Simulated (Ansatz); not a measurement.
Consider the following.

```xyz
1
Lattice="0.0063 1.7866 1.7866 1.7866 0.0063 1.7866 1.7866 1.7866 0.0063" Properties=species:S:1:pos:R:3 pbc="T T T"
Cu     0.0000     0.0000     0.0000
```

Computed with PBEsol, rigid bands (plane waves, PAW, scalar-relativistic; Ansatz, an electronic-structure program). Condition of this run: uniaxial stress along [111] of -1 GPa (compression positive) (the target of the relaxation). Geometry: cell and atoms relaxed with PBEsol, then loaded as said.

Task: For narrow interconnects the product ρ₀λ of bulk resistivity and mean free path ranks metals, the lower the better. What is it here?

Result: 6.5 ×10⁻¹⁶ Ω·m².

Task: And the Drude plasma energy and the root-mean-square Fermi velocity at 300 K?

Result: 9.1 eV; 1.1e6 m/s.

A metal at this level (no band gap); rigid bands, thermally averaged at 300 K, both spins. Spin-orbit coupling is left out. τ is one relaxation time for all states; the product of resistivity and mean free path takes one path for all states instead.
